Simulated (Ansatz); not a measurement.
The reference is TiB2 (space group P6/mmm, No. 191; a = 3.017 Å, c = 3.185 Å). Axes: x lies along a and z along c of the hexagonal cell.

Method: Ansatz (an electronic-structure program) PBEsol, no spin-orbit coupling.

Before the change:

* **Pressure**: 0.0 GPa
* **Volume per atom**: 8.37 Å³

It is then changed as follows: compressive biaxial strain of 1.50 % in the plane normal to [001], as in epitaxy on a mismatched substrate; the out-of-plane cell vector and the atoms relax.

### Question
Estimate the effect on the pressure.

### Answer
The pressure (mean of the normal stresses, compression positive) goes from zero to 7.3 GPa.

### Question
How does this affect the volume per atom?

### Answer
The volume per atom drops by 0.19 Å³ to 8.18 Å³.

A case with no gap was solved on a k-mesh chosen for an insulator, which is coarse for it. Without a gap, meshes like the base's 13×13×10 leave anisotropic stresses uncertain by several tenths of a GPa, and small strain energies with them. No phonon test of stability was made. All final runs are without spin polarisation.
